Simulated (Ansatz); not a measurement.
Base system: AlN in the wurtzite structure (space group P6_3mc, No. 186; a = 3.114 Å, c = 4.983 Å).

Method: plane-wave PAW DFT at the PBEsol level (Ansatz, a first-principles code, 420 eV), no SOC.

For the base:

The valence-band top at Γ is 0.00, -0.22, -0.22 eV.

Perturbation: an isotropic linear strain of +1.80 %, atoms relaxed at fixed cell.

Q: Estimate the effect on the mean gap deformation potential ΔEg/Δln V and valence-band top at Γ.

A: The mean gap deformation potential ΔEg/Δln V is -8.4 eV; the valence-band top at Γ (three highest levels, from the VBM) goes from 0.00, -0.22, -0.22 eV to 0.00, -0.20, -0.20 eV.

No phonon test of stability was made.
